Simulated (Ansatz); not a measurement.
AlPt₃ (within 0.1 Å of Pm-3m, No. 221, 8 atoms in the cell; start mp-1079182)

Method: LDA (PAW; Ansatz, an electronic-structure program).

Settings: plane-wave cutoff 500 eV, 10×10×14 k mesh (along the axes of the cell as run), Fermi–Dirac smearing 0.1 eV, scalar-relativistic PAW data made under PBE.

Cell (relaxed at this level):

Space group Pm-3m (No. 221); a = 3.850 Å, b = 3.850 Å, c = 3.850 Å, α = 90.00°, β = 90.00°, γ = 90.00°

```json
[
 {"atom": "Al", "site": "1b", "symmetry": "m-3m", "x": "0.5000", "y": "0.5000", "z": "0.5000"},
 {"atom": "Pt", "site": "3d", "symmetry": "4/mm.m", "x": "0.0000", "y": "0.0000", "z": "0.5000"}
]
```
(The calculation used a cell of 8 atoms; values per cell refer to that cell.)

```json
{
  "band_gap": "zero (no gap)"
}
```

Spin–orbit coupling is not included.

The result took about 5 core-minutes (a rough figure).

A start named mp-… is a Materials Project structure, which need not be a measured phase.
